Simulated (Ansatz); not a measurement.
The starting structures come from a database of crystals and need not be the phases stable at ambient conditions.

Evanescent states of LaAgSO (P4/nmm, not sure to be the ambient phase, 8 atoms a cell, 19.0 Å³ an atom) along the normal of (110)

Level of theory: r2SCAN (plane waves, PAW; Ansatz, an electronic-structure program).

The gap is the functional's own. No spin-orbit coupling. Mid-gap values are interpolated on the energy grid.

Energies count from the valence-band top; κ is the least over a 6×4 mesh across the current.

```json
[
 {"E (eV)": "0.05", "κ (1/Å)": "0.071", "where": "Γ"},
 {"E (eV)": "0.15", "κ (1/Å)": "0.117", "where": "Γ"},
 {"E (eV)": "0.25", "κ (1/Å)": "0.145", "where": "Γ"},
 {"E (eV)": "0.35", "κ (1/Å)": "0.163", "where": "Γ"},
 {"E (eV)": "0.45", "κ (1/Å)": "0.176", "where": "Γ"},
 {"E (eV)": "0.55", "κ (1/Å)": "0.186", "where": "Γ"},
 {"E (eV)": "0.65", "κ (1/Å)": "0.192", "where": "Γ"},
 {"E (eV)": "0.75", "κ (1/Å)": "0.195", "where": "Γ"},
 {"E (eV)": "0.85", "κ (1/Å)": "0.196", "where": "Γ"},
 {"E (eV)": "0.95", "κ (1/Å)": "0.194", "where": "Γ"},
 {"E (eV)": "1.05", "κ (1/Å)": "0.191", "where": "Γ"},
 {"E (eV)": "1.15", "κ (1/Å)": "0.184", "where": "Γ"},
 {"E (eV)": "1.25", "κ (1/Å)": "0.175", "where": "Γ"},
 {"E (eV)": "1.35", "κ (1/Å)": "0.163", "where": "Γ"},
 {"E (eV)": "1.45", "κ (1/Å)": "0.146", "where": "Γ"},
 {"E (eV)": "1.55", "κ (1/Å)": "0.123", "where": "Γ"},
 {"E (eV)": "1.65", "κ (1/Å)": "0.090", "where": "Γ"}
]
```

How thick must the barrier be to attenuate the transmission by 10^6 when the electrodes' Fermi level lies at 1.65 eV, and what attenuation does that film give at 0.95 eV?

d = 6 ln 10 / (2 × 0.090) = 76.8 Å. At 0.95 eV it gives 6 × 0.194/0.090 = 12.9 decades.
